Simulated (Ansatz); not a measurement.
Base system: MoSi2 (space group I4/mmm, No. 139; relaxed with 0.1 eV smearing).

```yaml
crystal:
  lattice:
    - [-1.58700, 1.58700, 3.88936]
    - [1.58700, -1.58700, 3.88936]
    - [1.58700, 1.58700, -3.88936]
  atoms:
    - { symbol: Si, position: [0.66479, 0.66479, 0.00000] }
    - { symbol: Si, position: [0.33521, 0.33521, 0.00000] }
    - { symbol: Mo, position: [0.00000, 0.00000, 0.00000] }
```

Cartesian axes are those of the cell as printed.

All numbers come from LDA (Ansatz, an electronic-structure program), without spin-orbit coupling.

Strains are applied to the cell and any free atomic positions relax; under biaxial strain the out-of-plane vector relaxes too.

One change was made to it. Results:

The energy rises by 1.1 meV/atom; the pressure (mean of the normal stresses, compression positive) goes from zero to 1.7 GPa; the shortest interatomic distance increases by 0.006 Å (2.564 Å → 2.570 Å).

What was done to the base?
(A) biaxial strain −0.50 %, plane normal [001], relaxed out of plane
(B) biaxial strain +0.50 %, plane normal [001], relaxed out of plane
(C) biaxial strain +1.00 %, plane normal [001], relaxed out of plane
(D) biaxial strain −2.00 %, plane normal [001], relaxed out of plane
(E) biaxial strain +2.50 %, plane normal [001], relaxed out of plane

A, biaxial strain −0.50 %, plane normal [001], relaxed out of plane. For comparison, the pressure in the other runs: biaxial strain −2.00 %, plane normal [001], relaxed out of plane gives 7.4 GPa; biaxial strain +1.00 %, plane normal [001], relaxed out of plane gives -3.3 GPa; biaxial strain +2.50 %, plane normal [001], relaxed out of plane gives -7.7 GPa; biaxial strain +0.50 %, plane normal [001], relaxed out of plane gives -1.7 GPa.

Whether these cells are dynamically stable was not tested. The final runs are not spin-polarised.
